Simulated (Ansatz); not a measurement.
Take Hf2C (space group P4/nmm, No. 129; a = 3.600 Å, c = 6.807 Å; a hypothetical phase, not in the database extracts checked) as the base.

Method: PBE-D3(BJ), PAW, 420 eV (Ansatz, a program for electronic structure; no spin-orbit coupling).

For the base:

```
Property   Result
--------  -------
Pressure  0.0 GPa
```

The change: every lattice vector is shortened by 2.34 %, atoms relaxed at fixed cell.

**Question.** What happens to the pressure?

**Answer.** The pressure (mean of the normal stresses, compression positive) goes from zero to 14.3 GPa.

**Question.** What does the calculation give for the energy relative to the base after the change?

**Answer.** The energy rises by 42 meV/atom.

The cells carry an imposed strain or load. Whether these cells are dynamically stable was not tested. All final runs are without spin polarisation. The D3 term's C6 switches between coordination references near this geometry, which can add small steps to energies.
